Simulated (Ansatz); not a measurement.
Defect migration in diamond: interstitial Mg, charge state +2. These are PBE, PAW (plane waves to 420 eV; Ansatz, a first-principles code) values and carry that method's errors.

64-site cell at the relaxed PBE lattice, a 2×2×2 k-point mesh shifted by half a step, smearing 0.01 eV, spin-restricted, no finite-size correction. Static, classical nuclei. The host's phase is taken as given; its stability against other phases was not computed. The charge state is imposed; whether it is stable for some Fermi level was not computed. Sites that were not tried may lie lower.

The step: a direct jump of one Mg atom; the atom moves 1.55 Å along (-0.25, 0.25, -0.25) of the unit cell; the moving atom starts with neighbours 4 C at 1.73, 6 C at 1.91 Å and ends with 4 C at 1.73, 6 C at 1.91 Å.

Q: Predict the migration barrier of this step from PBE, PAW.

A: 2.02 eV, the same both ways. At the saddle the moving atom has neighbours 6 C at 1.74 Å. The program found a first-order saddle point.
